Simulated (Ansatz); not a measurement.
# ZnInGaO4: In → Re

The parent structure is ZnInGaO4 (space group R3m, No. 160; a = 3.3107 Å, c = 25.7621 Å (hexagonal axes)).

Now apply this change: full substitution In → Re, then cell and atoms are relaxed.

Method: DFT with r2SCAN, PAW potentials and a 500 eV plane-wave cutoff in Ansatz (a first-principles code), no spin-orbit coupling. k-mesh 17×17×17 (Γ-centred); smearing 0.05 eV (Fermi–Dirac), for the changed cell.

The volume per atom drops by 0.73 Å³ (11.64 Å³ → 10.91 Å³) and the density grows by 1.98 g/cm³ (6.40 g/cm³ → 8.38 g/cm³). The lattice parameter a decreases by 0.207 Å (3.311 Å → 3.104 Å) and the c/a ratio increases by 1.0651 (7.781 → 8.847). The band gap changes from 1.77 eV to zero.

Final structure:

```
ZnGaReO4
1.0
    1.55204     0.89607     9.15349
   -1.55204     0.89607     9.15349
    0.00000    -1.79215     9.15349
Re Ga Zn O
1 1 1 4
Cartesian
  0.00000   0.00000  27.36868
  0.00000   0.00000   5.80946
  0.00000   0.00000  21.36447
  0.00000   0.00000   3.81627
  0.00000   0.00000  24.18271
  0.00000   0.00000   7.88306
  0.00000   0.00000  19.41720
```

Cost of the whole job for the changed cell (relaxation, final SCF and bands): roughly 25 core-minutes.

Stability against distortions was not tested. As relaxed here, ZnGaReO4 is a hypothetical phase, not in the database extracts checked. No Hubbard U is applied, and correlation can decide whether such a compound is a metal. All final runs are without spin polarisation.
